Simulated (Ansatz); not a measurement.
Start from ZrO$_{2}$ in the anatase structure (space group I4_1/amd, No. 141; a = 3.998 Å, c = 10.654 Å; a cell from a computed database, its experimental status unchecked).

Modification: a hydrostatic pressure of 5 GPa.

Levels (all Ansatz, a quantum-chemistry and plane-wave program, PAW, earlier PAW set): PBEsol (420 eV, no spin-orbit coupling); HSE06 (420 eV, no spin-orbit coupling).

The geometry is relaxed with PBEsol.

PBEsol lowest conduction level above the VBM at special points: Γ 3.94 eV; M 4.48 eV; S₀ 5.39 eV

Question: Predict the lowest conduction level above the VBM at special points from HSE06.

Answer: The lowest conduction level above the VBM at special points changes from Γ 3.94 eV; M 4.48 eV; S₀ 5.39 eV to Γ 5.63 eV; M 6.22 eV; S₀ 7.13 eV.

Single points use the geometry relaxed with PBEsol. The hybrid gap comes from the SCF mesh plus the semilocal run's edge points and a few special points and is an upper bound. The levels and masses belong to the bands next to the band gap. Load acts through the strain it causes; cell and atoms are relaxed under it. Stability against distortions was not tested. No other phases were tried under pressure. This is not the structure that ZrO2 has at room temperature and ambient pressure.
